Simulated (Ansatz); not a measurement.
Partial pair distribution functions of a relaxed model of amorphous Si42O42C21, broadened by 0.06 Å; density 2.27 g/cm³. Computed with PBE, scalar-relativistic without spin-orbit coupling (plane waves to 420 eV, PAW; Ansatz, a quantum-chemistry and plane-wave program). In the spin-polarised cell the level spacing at the Fermi energy can part levels of unlike spin.

The cell was made by melting and quenching with the CHGNet potential and then relaxed with DFT. O atoms were pushed apart under 1.9 Å during the dynamics, to hinder bonds among them. The hot cell started wider than the set density and was brought back towards it in steps. It is the lowest in DFT energy of 8 quenches. It is a model cell: composition and starting density were chosen by hand, and all elements were melted together. No dispersion term was used. Its density started from a set value of 2.17 and ended at 2.27 g/cm³. The simulated quench (nominally 810 K/ps over its main leg) is rapid and tends to freeze in more defects than a deposited or slowly cooled glass has. One small periodic cell is one sample of the glass; other quenches scatter about these values. Volume and shape were free in the relaxation.

```tsv
r (Å)	g Si-O	g Si-C	g Si-Si	g O-O
1.40	0.01	0.00	0.00	0.00
1.50	0.86	0.00	0.00	0.00
1.60	8.53	0.03	0.00	0.00
1.70	8.44	0.73	0.00	0.00
1.80	1.52	4.84	0.00	0.00
1.90	0.37	7.58	0.00	0.00
2.00	0.25	3.75	0.00	0.00
2.10	0.17	0.95	0.00	0.00
2.20	0.02	0.17	0.17	0.05
2.30	0.00	0.01	1.46	0.29
2.40	0.06	0.00	1.89	0.50
2.50	0.05	0.01	0.88	1.86
2.60	0.02	0.26	0.85	4.22
2.70	0.11	0.90	0.91	3.81
2.80	0.09	1.40	0.50	2.15
2.90	0.21	1.73	1.00	1.22
3.00	0.67	1.24	1.75	0.42
3.10	0.90	0.89	2.22	0.54
3.20	0.93	0.68	2.06	0.80
3.30	0.91	0.67	1.70	0.61
3.40	1.19	0.94	1.09	0.68
3.50	1.20	0.96	0.60	0.75
3.60	1.10	1.38	0.60	0.69
3.70	1.27	1.28	0.60	0.74
3.80	1.31	0.86	0.72	1.01
3.90	0.95	1.07	0.65	0.78
4.00	1.17	0.93	0.60	0.56
4.10	1.55	1.02	0.81	1.03
4.20	1.43	1.00	0.90	1.20
4.30	1.28	0.89	0.84	1.01
4.40	1.23	0.95	1.12	1.08
4.50	0.85	1.16	1.27	0.98
4.60	0.84	1.42	1.15	1.15
4.70	0.86	1.17	1.00	1.23
4.80	0.66	0.98	1.26	1.08
4.90	0.80	0.84	1.14	1.14
5.00	0.89	0.79	1.03	1.23
5.10	0.97	0.84	0.87	1.34
5.20	1.07	0.96	0.98	1.26
5.30	1.02	1.07	1.31	1.08
5.40	0.90	0.99	1.18	1.01
5.50	0.88	0.95	1.17	0.85
5.60	1.04	0.90	0.94	1.01
5.70	1.07	0.98	0.77	0.76
```

Within 2.20 Å each Si has 1.93 O neighbours on average.
